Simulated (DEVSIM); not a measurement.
System: illuminated CdTe p-on-n cell, one wavelength, at 300 K.

```
layer (left to right)  material  thickness (μm)  Nd (cm⁻³)  Na (cm⁻³)  τn (s)   τp (s)  absorption coefficient (cm⁻¹)
---------------------  --------  --------------  ---------  ---------  ------  -------  -----------------------------
1                          CdTe           0.250          -     1.8e18  1.2e-9  5.2e-10                           6800
2                          CdTe            1.80     2.4e16          -    4e-9     4e-9                           6800
```

Left contact: ohmic, minority electron recombination velocity 8e6 cm/s. Right contact: ohmic, minority hole recombination velocity 10 cm/s. Voltage is applied to the left contact. Recombination: SRH at mid-gap, radiative, Auger. Light enters at the left, 1.6e18 photons cm⁻² s⁻¹, one pass, no reflection. Mobility is μmin + (μ − μmin)/(1 + (N/Nref)^α).

Constants are typed, rounded textbook-type inputs, not results; the design itself was drawn at random and stands for no fabricated device. Values at 300 K.

```
parameter        CdTe
-------------  ------
gap (eV)          1.5
affinity (eV)    4.28
permittivity     10.2
Nc (cm⁻³)        8e17
Nv (cm⁻³)      1.8e19
μn (cm²/Vs)      1000
μp (cm²/Vs)        80
μn,min            100
μp,min             10
Nref,n           1e17
Nref,p           1e17
αn                0.6
αp                0.6
B (cm³/s)       1e-10
Cn (cm⁶/s)      1e-30
Cp (cm⁶/s)      1e-30
```

Simulated with DEVSIM: 1D drift-diffusion, Boltzmann statistics, complete ionisation; no tunnelling, impact ionisation, image-force lowering or self-heating.

Give the small-signal capacitance in reverse bias (quasi-static).


```csv
V (V),C (nF/cm²)
-0.04,36.0
-0.1,35.2
-0.2,34.0
-0.3,32.9
-0.4,31.9
-0.6,30.1
-0.8,28.6
-1,27.3
-1.3,25.7
-1.6,24.3
-2,22.8
```
